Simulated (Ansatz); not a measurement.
Base system: AlRh in the CsCl type structure (space group Pm-3m, No. 221; a = 2.9721 Å; a cell from a computed database, its experimental status unchecked). Axes: x, y, z lie along the cube axes.

The values are results of plane-wave PAW DFT at the PBEsol level (Ansatz, an electronic-structure program, 420 eV), no SOC, not measurements.

For the base:

| Quantity | Value |
|---|---|
| Shortest interatomic distance | 2.574 Å |

Modification: a free-standing slab of 3 layers (6 atoms, 2 a layer) is cut normal to [110], with 15 Å of vacuum and the in-plane cell held at bulk.

**Question.** Predict the new excess energy per area of both faces and shortest interatomic distance.

**Answer.** The excess energy per area of both faces (slab less bulk energy over the cell's area: twice a surface energy) is 4.3 J/m² (uncertain by up to 0.08 J/m²); the shortest interatomic distance falls by 0.072 Å, from 2.574 Å to 2.502 Å.

Slab and bulk use different k-meshes, which limits the precision of the excess energy. Stability against distortions was not tested. The final runs are not spin-polarised.
